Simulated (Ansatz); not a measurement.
An Ansatz (an electronic-structure program) input (r2SCAN (Ansatz, PAW, no spin-orbit coupling), earlier PAW set):

Ansatz 0.2 input:
```yaml
crystal:
  lattice:
    - [0, 3.0667663893, 3.0667663893]
    - [3.0667663893, 0, 3.0667663893]
    - [3.0667663893, 3.0667663893, 0]
  atoms:
    - { symbol: Sb, position: [0.75, 0.75, 0.75] }
    - { symbol: Ga, position: [0, 0, 0] }
basis: { ecutwfc: 500, ecutrho_ratio: 4, xc_grid: 4, fft_grid_basis: typed }
kpoints: { mp_grid: { grid: [21, 21, 21] } }
hamiltonian:
  xc: r2scan
  dispersion: none
  pseudopotentials: { azcp: { folder: ./paw }, kind: paw }
total_charge: -0.173059
scf: { occupations: { method: fermi_dirac, width: 0.0259 }, convergence: { dr2_threshold: 0.0000000002 } }
relax: { f_tol: 0.005, max_steps: 30 }
output: { forces: true, stress: true }
checkpoint: { write: state.ck, write_every: 1000 }
```

Q: Which symmetry and how many k-points will the program report, and about how many plane waves at Γ?

A: Space group F-43m (ITA 216) with 24 operations, k-points 286 of 9261, and 1459 plane waves at Γ.

Charged cell with a jellium background: band edges are those of the host's band count, energies are not comparable with the neutral cell, and many-body gap narrowing is missing. No phonon test of stability was made. The cell was made from GaSb in the zinc blende structure (space group F-43m, No. 216) by this change: electrons 3.0×10^21 cm⁻³.
